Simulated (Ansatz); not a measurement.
**Cu (Immm): band-structure transport figures**

Data:

```xyz
1
Lattice="0.0048 1.7875 1.7746 1.7875 0.0048 1.7746 1.7923 1.7923 0.0000" Properties=species:S:1:pos:R:3 pbc="T T T"
Cu     0.0000     0.0000     0.0000
```

Computed with PBEsol, rigid bands (plane waves, PAW, scalar-relativistic; Ansatz, a program for electronic structure). Condition of this run: uniaxial stress along [110] of -1 GPa (compression positive) (the target of the relaxation). Cell: cell and atoms relaxed with PBEsol, then loaded as said.

The density of states at the Fermi level comes out as 0.299 states/(eV·cell), both spins, the bare Sommerfeld coefficient is 0.71 mJ/(mol of atoms·K²) and the drude plasma energy comes out as 9.1 eV. The root-mean-square Fermi velocity comes out as 1.1e6 m/s, the resistivity times τ comes out as 6.0 ×10⁻²² Ω·m·s and the resistivity times mean free path comes out as 6.5 ×10⁻¹⁶ Ω·m².

A metal at this level (no band gap); rigid bands, thermally averaged at 300 K, both spins. Spin-orbit coupling is left out. τ is one relaxation time for all states; the product of resistivity and mean free path takes one path for all states instead.
